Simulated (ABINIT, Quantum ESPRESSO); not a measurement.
An ABINIT input for a self-consistent single point of CdTe (F-43m, 2 atoms in the cell) (DFT, PBE, spin-orbit coupling, plane waves, PAW (JTH v2.0 PBE PAW)):

```
# CdTe, JTH v2.0 PBE PAW
pp_dirpath "./"
pseudos "Cd.GGA_PBE-JTH.xml, Te.GGA_PBE-JTH.xml"
acell 3*1.0
rprim
         0.0000000000    6.1227126438    6.1227126438
         6.1227126438    0.0000000000    6.1227126438
         6.1227126438    6.1227126438    0.0000000000
natom 2
ntypat 2
znucl 48 52
typat 1 2
xred
         0.0000000000    0.0000000000    0.0000000000
         0.2500000000    0.2500000000    0.2500000000
ecut 20 Ha
pawecutdg 40 Ha
nspinor 2
nspden 1
occopt 3
tsmear 0.05 eV
nband 30
kptopt 4
ngkpt 5 5 5
nshiftk 1
shiftk 0 0 0
nstep 60
tolvrs 1.0e-11
prtwf 0
prtden 0
```

Task: Give the Quantum ESPRESSO input for the same structure, mesh, smearing and functional.

Result: One input that does it (others would too):

```fortran
&control
   calculation = 'scf'
   prefix = 'pwscf'
   outdir = './out'
   pseudo_dir = './'
   verbosity = 'high'
   tprnfor = .true.
   tstress = .true.
/
&system
   ibrav = 2
   celldm(1) = 12.2454252876
   nat = 2
   ntyp = 2
   ecutwfc = 105
   occupations = 'smearing'
   smearing = 'fermi-dirac'
   degauss = 0.0036749
   noncolin = .true.
   lspinorb = .true.
/
&electrons
   conv_thr = 1e-10
   mixing_beta = 0.5
/
ATOMIC_SPECIES
Cd   112.4140  Cd.upf
Te   127.6000  Te.upf
ATOMIC_POSITIONS crystal
Cd    0.0000000000    0.0000000000    0.0000000000
Te    0.2500000000    0.2500000000    0.2500000000
K_POINTS automatic
5 5 5  0 0 0
```

Basis, cutoffs, solver keys and any potentials are the target program's own. This input uses DFT, PBE, spin-orbit coupling, plane waves, PseudoDojo fully relativistic norm-conserving (PBE) pseudopotentials.

The starting cell has typed, rounded lattice constants, without a prior relaxation at this level.
